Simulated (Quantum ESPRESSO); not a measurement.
Several settings converged on a (001) slab of Lu2SeO2 (cut from a parent of space group no. 164; 5 atoms in the cell)

```
Lu2O2Se
1.0
    3.72723     0.00000     0.00000
   -1.86361     3.22787     0.00000
    0.00000     0.00000    18.99871
Lu Se O
2 1 2
Cartesian
  0.00000   2.15192  11.45411
  1.86362   1.07596   7.54471
  0.00000   0.00000   9.49941
  0.00000   2.15192   7.00000
  1.86362   1.07596  11.99871
```

Base method: PBEsol, PseudoDojo standard norm-conserving (PBESOL) pseudopotentials (plane waves; Quantum ESPRESSO).

Base settings: ecutwfc = 100 Ry; occupations = smearing; smearing = fd; degauss = 0.00147 Ry; mixing_mode = local-TF; potentials = {Lu: Lu.upf, Se: Se.upf, O: O.upf}; K_POINTS = automatic 3 3 1 0 0 0; conv_thr = 1e-10 Ry; mixing_beta = 0.4.

The count of work is k-points × plane waves × bands × iterations; it is no time. Core times come from one kind of shared machine, to one figure; runs under 30 s give none.

**The vacuum**

The mesh stays at the base's, so the ladder's end is converged at best in this setting alone.

Only quantities that move along the ladder and can be compared are tabulated; the gap is left out on so coarse a mesh.

| vacuum between outermost atoms (Å) | free energy less the last step's (meV/atom) | largest difference of a force vector from the last step's (eV/Å) |
|---|---|---|
| 3.0 | -69.49 | 0.452 |
| 5.0 | -1.91 | 0.015 |
| 14.0 | -0.01 | 0.000 |
| 25.0 | 0.00 | 0.000 |

Smallest vacuum between outermost atoms (Å) that holds the free energy within 1 meV/atom of the last step, with all finer ones: 14.0; the step before is off by 1.9 meV/atom.

Smallest vacuum between outermost atoms (Å) that holds the forces within 0.02 eV/Å of the last step, with all finer ones: 5.0; the step before is off by 0.45 eV/Å.

**The k-point mesh**

Only quantities that move along the ladder and can be compared are tabulated.

| K_POINTS | free energy less the last step's (meV/atom) | largest difference of a force vector from the last step's (eV/Å) | count of work / last | core time / last (rough) |
|---|---|---|---|---|
| automatic 2 2 1 0 0 0 | 147.98 | 0.357 | 0.27 | 0.5 |
| automatic 3 3 1 0 0 0 | 23.44 | 0.050 | 0.40 | 0.6 |
| automatic 5 5 1 0 0 0 | 1.06 | 0.004 | 0.71 | 0.8 |
| automatic 6 6 1 0 0 0 | 0.00 | 0.000 | 1.0 | 1 |

Coarsest K_POINTS that holds the forces within 0.02 eV/Å of the last step, with all finer ones: automatic 5 5 1 0 0 0; the step before is off by 0.050 eV/Å.

Coarsest K_POINTS that holds the free energy within 5 meV/atom of the last step, with all finer ones: automatic 5 5 1 0 0 0; the step before is off by 23 meV/atom.

**The plane-wave cutoff**

The mesh stays at the base's, so the ladder's end is converged at best in this setting alone.

Only quantities that move along the ladder and can be compared are tabulated; the gap is left out on so coarse a mesh.

| ecutwfc | free energy less the last step's (meV/atom) | largest difference of a force vector from the last step's (eV/Å) | count of work / last | core time / last (rough) |
|---|---|---|---|---|
| 50 Ry | 39974.90 | 0.266 | 0.29 | 0.3 |
| 60 Ry | 10273.73 | 0.086 | 0.37 | 0.4 |
| 70 Ry | 1674.94 | 0.010 | 0.48 | 0.6 |
| 100 Ry | 0.31 | 0.000 | 0.73 | 1 |
| 120 Ry | 0.00 | 0.000 | 1.0 | 1 |

Coarsest ecutwfc that holds the free energy within 1 meV/atom of the last step, with all finer ones: 100 Ry; the step before is off by 1700 meV/atom.

Coarsest ecutwfc that holds the forces within 0.02 eV/Å of the last step, with all finer ones: 70 Ry; the step before is off by 0.086 eV/Å.

On the base run: the starting cell comes from a database of computed structures (which also holds hypothetical and non-ambient phases and stackings), without a prior relaxation at this level. The slab is cut from that crystal, and its faces are unrelaxed. Its lattice was rescaled by up to half a per cent. Spin polarisation is off, though cut faces can carry moments; a gap of a slab can lie between surface states.
